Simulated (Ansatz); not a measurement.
Base system: Ga2O3 in the corundum structure (space group R-3c, No. 167; a = 5.0003 Å, c = 13.4488 Å (hexagonal axes)). Axes: x lies along a and z along c of the hexagonal cell.

Method: PBEsol, PAW, 420 eV (Ansatz, a program for electronic structure; no spin-orbit coupling).

It is then changed as follows: the cell is stretched by 0.75 % along z with no lateral relaxation; the atoms relax in the strained cell.

Q: Predict the stress tensor and what it implies for the stiffness.

A: Stress of the strained cell less that of the base (GPa, compression positive):
```
  -0.95    0.00    0.00
   0.00   -0.95    0.00
   0.00    0.00   -2.56
```

Then −Δσ_ii/ε with ε = 0.0075 gives relaxed-ion elastic constants: C33 ≈ 342 GPa, C13 ≈ 127 GPa and C23 ≈ 127 GPa.

Whether these cells are dynamically stable was not tested.
